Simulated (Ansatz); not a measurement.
Several settings converged on CaGe₂Au₂ (I4mm, 5 atoms in the cell)

```yaml
crystal:
  lattice:
    - [-2.21848, 2.21848, 5.12244]
    - [2.21848, -2.21848, 5.12244]
    - [2.21848, 2.21848, -5.12244]
  atoms:
    - { symbol: Ca, position: [0.00488, 0.00488, 0.00000] }
    - { symbol: Ge, position: [0.38161, 0.38161, 0.00000] }
    - { symbol: Ge, position: [0.61839, 0.61839, 0.00000] }
    - { symbol: Au, position: [0.75000, 0.25000, 0.50000] }
    - { symbol: Au, position: [0.25000, 0.75000, 0.50000] }
```

Base method: LDA (PW92), default PAW files made with PBE (plane waves; Ansatz, a first-principles code).

Base settings: basis.ecutwfc = 420 eV; kpoints.mp_grid.grid = 8 8 8; hamiltonian.xc = lda; hamiltonian.pseudopotentials = {kind: paw} (the program's default PAW files); scf.occupations.method = gaussian; scf.occupations.width = 0.1 eV.

The count of work is k-points × plane waves × bands × iterations; it is no time. Core times come from one kind of shared machine, to one figure; runs under 30 s give none.

**The k-point mesh at a smearing width of 0.02 eV**

In this ladder: scf.occupations.width = 0.02 eV.

Only quantities that move along the ladder and can be compared are tabulated.

| kpoints.mp_grid.grid | free energy less the last step's (meV/atom) | pressure (GPa) | largest difference of a force vector from the last step's (eV/Å) | count of work / last | core time / last (rough) |
|---|---|---|---|---|---|
| 4 4 4 | -0.05 | -3.18 | 0.083 | 0.011 | – |
| 5 5 5 | 9.08 | -3.46 | 0.019 | 0.015 | – |
| 7 7 7 | -0.04 | -3.18 | 0.111 | 0.034 | – |
| 10 10 10 | -0.51 | -3.15 | 0.002 | 0.086 | – |
| 14 14 14 | -0.27 | -3.15 | 0.001 | 0.18 | 0.2 |
| 20 20 20 | 0.06 | -3.12 | 0.003 | 0.54 | 0.6 |
| 25 25 25 | 0.00 | -3.16 | 0.000 | 1.0 | 1 |

Coarsest kpoints.mp_grid.grid that holds the free energy within 1 meV/atom of the last step, with all finer ones: 7 7 7, at 0.034 of the last step's count of work; the step before is off by 9.1 meV/atom.

Coarsest kpoints.mp_grid.grid that holds the forces within 0.01 eV/Å of the last step, with all finer ones: 10 10 10, at 0.086 of the last step's count of work; the step before is off by 0.11 eV/Å.

Coarsest kpoints.mp_grid.grid that holds the pressure within 0.2 GPa of the last step, with all finer ones: 7 7 7, at 0.034 of the last step's count of work; the step before is off by 0.30 GPa.

**The width of Fermi-Dirac smearing**

In this ladder: kpoints.mp_grid.grid = 13 13 13; scf.occupations.method = fermi_dirac.

Narrow widths need finer meshes than wide ones, so the last steps can hold mesh noise.

Only quantities that move along the ladder and can be compared are tabulated; pressure and forces are left out, as mesh noise rules them at narrow widths.

```tsv
scf.occupations.width	free energy less the last step's (meV/atom)	energy extrapolated to zero width less the last step's (meV/atom)	core time / last (rough)
1 eV	-625.58	84.26	1
0.5 eV	-132.34	8.26	0.7
0.3 eV	-42.41	1.45	1
0.2 eV	-15.58	0.63	0.7
0.1 eV	0.00	0.00	1
```

State of the energy extrapolated to zero width at the end of the ladder: still drifting one way, by 1.5 meV/atom over the last two steps, so the last step is no safe reference.

Widest scf.occupations.width that holds the free energy within 5 meV/atom: not settled: the last two steps still differ by 16 meV/atom, over half the tolerance, so the ladder does not show it.

The extrapolation to zero width removes most of the smearing's effect on the energy.

**The width of cold smearing**

In this ladder: kpoints.mp_grid.grid = 13 13 13; scf.occupations.method = cold.

Narrow widths need finer meshes than wide ones, so the last steps can hold mesh noise.

Only quantities that move along the ladder and can be compared are tabulated; pressure and forces are left out, as mesh noise rules them at narrow widths.

| scf.occupations.width | free energy less the last step's (meV/atom) |
|---|---|
| 1 eV | 13.59 |
| 0.5 eV | 3.16 |
| 0.3 eV | 1.10 |
| 0.1 eV | 0.00 |

Widest scf.occupations.width that holds the free energy within 5 meV/atom of the last step, with all finer ones: 0.5 eV; the step before is off by 14 meV/atom.

On the base run: the starting cell comes from a database of computed structures (which also holds hypothetical and non-ambient phases and stackings), without a prior relaxation at this level. Its lattice was rescaled by up to half a per cent. One atom was moved a little off its site on purpose. In the base run, with a pressure of about -3 GPa the cell is away from its equilibrium volume at this level. Ansatz's pressure includes its estimate of the finite-basis (Pulay) stress.

Left out of this page: 4 runs of the series outside the window shown, repeating another row's setting, or not comparable.

Keys are those of Ansatz 0.2.
